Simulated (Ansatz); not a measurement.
For HfPt₃ (Pm-3m, No. 221, 4 atoms in the cell; start mp-1018054), LDA (PAW; Ansatz, an electronic-structure program) gives:

```
Property                   Value
------------------  ------------
lattice constant a       3.958 Å
bulk modulus             275 GPa
cohesive energy     8.33 eV/atom
```

Problem. What does r²SCAN (Ansatz, plane waves, PAW) give for the same quantities?

Solution. 
- lattice constant a: 4.007 Å (grows by 1.2 %)
- bulk modulus: 251 GPa (shrinks by 8.7 %)
- cohesive energy: 7.00 eV/atom (decreases by 1.33 eV/atom)

Changes are worked out from the printed values.

Unless a cell is named, each level is at its own relaxed cell (LDA 15.51, r²SCAN 16.08 Å³/atom).

Levels without +SOC leave out spin–orbit coupling, which shifts energies and cells of such heavy elements.

The crystal itself was run without spin with LDA, r²SCAN; a magnetic state was not tried in these runs.

Caveats: the bulk modulus is −V dP/dV from two relaxed cells at ±2 % in volume (LDA, r²SCAN); the relaxation could not lower the start's symmetry, so the cell can be a saddle point above a distorted one (LDA, r²SCAN). Ansatz's density-functional and Hartree–Fock values are scalar-relativistic unless marked +SOC, with PAW data made under PBE.

A start named mp-… is a Materials Project structure, which need not be a measured phase.
